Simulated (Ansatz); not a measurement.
**Response to strain in TiB2**

The parent structure is TiB$_{2}$ (space group P6/mmm, No. 191).

```xyz
3
Lattice="3.0174 0.0000 0.0000 -1.5087 2.6131 0.0000 0.0000 0.0000 3.1851" Properties=species:S:1:pos:R:3 pbc="T T T"
Ti     0.0000     0.0000     0.0000
B      1.5087     0.8710     1.5925
B      0.0000     1.7421     1.5925
```

Cartesian axes are those of the cell as printed.

Strains are applied to the cell and any free atomic positions relax; under biaxial strain the out-of-plane vector relaxes too.

Level of theory: PBEsol (Ansatz, a quantum-chemistry and plane-wave program), scalar-relativistic without spin-orbit coupling.

Notes on the quantities. pressure: mean of the normal stresses, compression positive.

```json
[
 {"case": "base", "pressure": "0.0 GPa", "volume per atom": "8.37 Å³"},
 {"case": "biaxial strain −3.00 %, plane normal [001], relaxed out of plane", "pressure": "15.6 GPa", "volume per atom": "7.99 Å³"},
 {"case": "biaxial strain −2.50 %, plane normal [001], relaxed out of plane", "pressure": "12.8 GPa", "volume per atom": "8.05 Å³"},
 {"case": "biaxial strain −2.00 %, plane normal [001], relaxed out of plane", "pressure": "(withheld)", "volume per atom": "8.12 Å³"},
 {"case": "biaxial strain −1.50 %, plane normal [001], relaxed out of plane", "pressure": "7.3 GPa", "volume per atom": "(withheld)"},
 {"case": "biaxial strain −1.00 %, plane normal [001], relaxed out of plane", "pressure": "4.8 GPa", "volume per atom": "(withheld)"},
 {"case": "biaxial strain +0.50 %, plane normal [001], relaxed out of plane", "pressure": "-2.2 GPa", "volume per atom": "8.43 Å³"},
 {"case": "biaxial strain +2.00 %, plane normal [001], relaxed out of plane", "pressure": "-8.6 GPa", "volume per atom": "8.63 Å³"},
 {"case": "biaxial strain +2.50 %, plane normal [001], relaxed out of plane", "pressure": "(withheld)", "volume per atom": "8.69 Å³"},
 {"case": "biaxial strain +3.00 %, plane normal [001], relaxed out of plane", "pressure": "-12.4 GPa", "volume per atom": "8.76 Å³"}
]
```

Q: Some entries are withheld; estimate them.

A: 
- biaxial strain −2.00 %, plane normal [001], relaxed out of plane, pressure: 10.0 GPa
- biaxial strain −1.50 %, plane normal [001], relaxed out of plane, volume per atom: 8.18 Å³
- biaxial strain −1.00 %, plane normal [001], relaxed out of plane, volume per atom: 8.24 Å³
- biaxial strain +2.50 %, plane normal [001], relaxed out of plane, pressure: -10.5 GPa

The mesh was chosen for an insulator and is coarse for the gapless case. Without a gap, meshes like the base's 13×13×10 leave anisotropic stresses uncertain by several tenths of a GPa, and small strain energies with them. Whether these cells are dynamically stable was not tested. All final runs are without spin polarisation.
